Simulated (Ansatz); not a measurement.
Base system: HgTe in the zinc blende structure (space group F-43m, No. 216; a = 6.510 Å). Axes: x, y, z lie along the cube axes.

Method: PBEsol (Ansatz, an electronic-structure program), without spin-orbit coupling.

Modification: the cell is scaled by 1.0200 in all directions, atoms relaxed at fixed cell.

**Question.** Predict the stress tensor and what it implies for the stiffness.

**Answer.** Stress of the strained cell less that of the base (GPa, compression positive):
```
   -2.1     0.0     0.0
    0.0    -2.1     0.0
    0.0     0.0    -2.1
```

Then B = −ΔP/(ΔV/V₀) with ΔV/V₀ = 0.0612 gives secant stiffness values (nonlinear terms included at this strain): B ≈ 35 GPa.

As a check, the harmonic strain energy −½ V₀ Δσ:ε is 14 meV/atom; the computed energy rise is 15 meV/atom.

A case with no gap was solved on a k-mesh chosen for an insulator, which is coarse for it. No phonon test of stability was made. The final runs are not spin-polarised.
